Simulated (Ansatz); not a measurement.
## K2CO3 (P6₃/mmc, No. 194, 12 atoms in the cell; start mp-10662; a measured phase of this formula has another space group)

The numbers are results of PBE0 (Ansatz, a first-principles code, plane waves, PAW), not measurements.

Numerical settings: plane-wave cutoff 500 eV, 4×4×4 k mesh, gaussian smearing 0.02 eV, scalar-relativistic PAW data made under PBE.

Cell (relaxed with r²SCAN):

K₂CO₃ has the hexagonal space group P6₃/mmc (No. 194), Pearson symbol hP12. Lattice parameters: a = b = 5.741 Å, c = 6.829 Å, α = β = 90.00°, γ = 120.00°. K1 on 2c sees 6 O at 2.894 Å. K2 on 2a sees 6 O at 2.648 Å (octahedral). C on 2d has 3 O at 1.290 Å (trigonal planar). O on 6h is coordinated by 1 C at 1.290 Å and 2 K at 2.648 Å and 2 K at 2.894 Å. (Neighbours: up to the widest gap in distance over summed covalent radii, below 1.35, at either atom; cation-cation and far metal-metal contacts left out.)

For K2CO3 (P6₃/mmc, No. 194, 12 atoms in the cell; start mp-10662; a measured phase of this formula has another space group), the band gap comes out as 6.00 eV (on the SCF k mesh).

Note: cell and atoms aren't relaxed at this level (largest force component 0.49 eV/Å, pressure -0.2 GPa).

A start named mp-… is a Materials Project structure, which need not be a measured phase.
